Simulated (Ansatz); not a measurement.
**Ni2Ge (Pnma, No. 62, 12 atoms in the cell; start mp-17383)**

The numbers are results of LDA (Ansatz, a quantum-chemistry and plane-wave program, plane waves, PAW), not measurements.

Run with plane-wave cutoff 500 eV, 8×10×6 k mesh (along the axes of the cell as run), Fermi–Dirac smearing 0.05 eV, no spin polarisation, scalar-relativistic PAW data made under PBE.

Cell (relaxed at this level):

```cif
data_Ge4Ni8
_chemical_formula_sum 'Ni8 Ge4'
_space_group_name_H-M_alt 'Pnma'
_space_group_IT_number 62
_space_group_name_Hall '-P 2ac 2n'
_cell_length_a 5.00288
_cell_length_b 3.74819
_cell_length_c 7.10515
_cell_angle_alpha 90.000
_cell_angle_beta 90.000
_cell_angle_gamma 90.000
loop_
_atom_site_label
_atom_site_type_symbol
_atom_site_symmetry_multiplicity
_atom_site_Wyckoff_symbol
_atom_site_fract_x
_atom_site_fract_y
_atom_site_fract_z
_atom_site_occupancy
Ni1 Ni 4 c 0.17223 0.75000 0.43969 1
Ni2 Ni 4 c 0.45550 0.25000 0.29094 1
Ge1 Ge 4 c 0.20988 0.75000 0.11285 1
```

```
Quantity  Value
--------  -----
band gap   none
```

Note: the relaxation could not lower the start's symmetry, so the cell can be a saddle point above a distorted one.

Spin–orbit coupling is not included.

Static lattice: no zero-point or thermal effects.

It cost roughly 10 core-minutes of CPU time.

A start named mp-… is a Materials Project structure, which need not be a measured phase.
